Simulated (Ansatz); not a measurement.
We consider MoPt2 (Immm, No. 71), described by PBEsol-D3(BJ) (PAW; Ansatz, a quantum-chemistry and plane-wave program).

Run with plane-wave cutoff 520 eV, 24×24×24 k mesh, Fermi–Dirac smearing 0.05 eV, no spin polarisation, scalar-relativistic PAW data made under PBE.

A third-order Birch–Murnaghan fit to the energies gives V0 = 14.477 Å³/atom, B0 = 330 GPa, B′ = 4.9.

```json
[
 {"V (Å³/atom)": "13.898", "P (GPa)": "(withheld)"},
 {"V (Å³/atom)": "14.188", "P (GPa)": "(withheld)"},
 {"V (Å³/atom)": "14.477", "P (GPa)": "-0.01"},
 {"V (Å³/atom)": "14.767", "P (GPa)": "(withheld)"},
 {"V (Å³/atom)": "15.057", "P (GPa)": "(withheld)"}
]
```

Question: Estimate the withheld pressures from this fit; the answers are the runs' own values.

Answer: 
- 13.898, P (GPa): 14.88
- 14.188, P (GPa): 7.00
- 14.767, P (GPa): -6.23
- 15.057, P (GPa): -11.74

The formula P = (3/2) B0 (x^(7/3) − x^(5/3)) [1 + (3/4)(B′ − 4)(x^(2/3) − 1)] with x = V0/V meets the computed pressures within 0.04 GPa when these rounded values are put in.

Shape and atoms are relaxed at each volume.

Note: the relaxation could not lower the start's symmetry, so the cell can be a saddle point above a distorted one; the bulk modulus comes from volumes at which shape and atoms were relaxed.

Spin–orbit coupling is not included.

Computed values are for the static lattice.

Cost on a shared machine: around 70 core-minutes (rough).
